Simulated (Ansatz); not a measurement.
The starting structures come from a database of crystals and need not be the phases stable at ambient conditions.

 Where the default PAW files enter, the runs use the earlier of Ansatz's two default sets.

Tunnelling through a barrier is set by its complex band structure: the current falls as exp(−2κd) with the smallest κ.

Data:

```
WS2
1.0
    3.15989     0.00000     0.00000
    0.00000    16.93987     0.00000
    1.57995     0.00000     2.73655
W S
1 2
Direct
  0.00000   0.00000   0.00000
  0.33333   0.09304   0.33333
  0.33333   0.90696   0.33333
```

Space group of this cell: P-6m2. The cell was relaxed by PBE-D3(BJ).

Transport runs along the normal of the first two printed cell vectors, the (100) plane of the conventional cell.

No gap correction and no spin-orbit coupling; mid-gap values are interpolated between computed energies.

Q: Estimate the band gap and the smallest decay constant κ at mid-gap that r2SCAN (Ansatz, a quantum-chemistry and plane-wave program) returns for this system.

A: Gap 2.05 eV on a 12×2×12 mesh; κ = 0.202 1/Å, at (0.300, 0.500) of the in-plane reciprocal vectors. At the zone centre, at the nearest computed energy, the slowest state has κ = 0.37 1/Å.
